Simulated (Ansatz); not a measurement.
Base system: Sn in the diamond structure (space group Fd-3m, No. 227; a = 6.6558 Å; relaxed with 0.1 eV smearing). Axes: x, y, z lie along the cube axes.

The values are results of PBE (Ansatz, an electronic-structure program, PAW, no SOC), earlier PAW set, not measurements.

A first run, uniaxial strain ε_xx = −2.10 %, gives secant values C11 ≈ 57 GPa and C12 ≈ 29 GPa from its stress. A second run applies isotropic strain −1.86 %.

Problem. What does linear elasticity predict for the bulk modulus −ΔP/(ΔV/V₀) in the second run, and what does the run give?

Solution. Linear elasticity: (C11 + 2 C12)/3 = 38 GPa. The run gives 42 GPa; any difference comes from nonlinear terms at these strains and numerical noise.

No phonon test of stability was made.
